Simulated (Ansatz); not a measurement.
The starting structures come from a database of crystals and need not be the phases stable at ambient conditions.

 Where the default PAW files enter, the runs use the earlier of Ansatz's two default sets.

Inside the gap of an insulator the Bloch states are evanescent, with a wavenumber k + iκ along the transport direction.

Consider the following.

```xyz
8
Lattice="3.9115 0.0000 0.0000 0.0000 8.8906 0.0000 0.0000 0.0000 3.9115" Properties=species:S:1:pos:R:3 pbc="T T T"
Cu     0.0000     4.4453     0.0000
Cu     1.9558     4.4453     1.9558
Bi     1.9558     1.2705     0.0000
Bi     0.0000     7.6202     1.9558
Se     0.0000     2.8936     1.9558
Se     1.9558     5.9970     0.0000
O      1.9558     0.0000     1.9558
O      0.0000     0.0000     0.0000
```

Space group of this cell: P4/nmm. The cell was relaxed by PBE-D3(BJ); by r2SCAN its mean pressure is 0.8 GPa.

Transport runs along the normal of the first two printed cell vectors, the (100) plane of the conventional cell.

The gap is the functional's own, uncorrected, and κ follows it; spin-orbit coupling is left out. Mid-gap values are interpolated between the computed energies.

Question: Give the band gap and the smallest decay constant κ at mid-gap that r2SCAN in Ansatz (a quantum-chemistry and plane-wave program) yields.

Answer: Gap 0.74 eV on a 8×4×8 mesh; κ = 0.104 1/Å, at (0.000, 0.500) of the in-plane reciprocal vectors. At the zone centre, at the nearest computed energy, the slowest state has κ = 0.13 1/Å.
